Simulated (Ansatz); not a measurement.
Polymorphs of KCl, Ansatz (a quantum-chemistry and plane-wave program) with PBEsol, rigid bands; geometry: cell and atoms relaxed with PBEsol.
- Fm-3m, primitive cell of 2: a = 4.414 Å, b = 4.414 Å, c = 4.414 Å, α = 60.00°, β = 60.00°, γ = 60.00°
- Pm-3m, primitive cell of 2: a = 3.7375 Å, b = 3.7375 Å, c = 3.7375 Å, α = 90.00°, β = 90.00°, γ = 90.00°

```json
[
 {"Space group": "Fm-3m", "volume per atom (Å³)": "30.4", "band gap": "5.10 eV", "electron conductivity mass": "0.45 mₑ", "hole conductivity mass": "3.5 mₑ", "Seebeck coefficient, n-type 1e19 cm⁻³": "-198 μV/K"},
 {"Space group": "Pm-3m", "volume per atom (Å³)": "26.1", "band gap": "4.96 eV", "electron conductivity mass": "[?]", "hole conductivity mass": "1.44 mₑ", "Seebeck coefficient, n-type 1e19 cm⁻³": "[?]"}
]
```

Some entries are withheld; supply them.


- Pm-3m, electron conductivity mass: 0.40 mₑ
- Pm-3m, Seebeck coefficient, n-type 1e19 cm⁻³: -185 μV/K

Masses are for dilute carriers at 300 K, harmonic means over directions unless an axis is named. Seebeck coefficients are for the stated density at 300 K, with one relaxation time for all states and whether or not that doping can be reached. Spin-orbit coupling is left out.

Computed structure with no diffraction record at hand here (it may be known, metastable or hypothetical): KCl (Pm-3m).
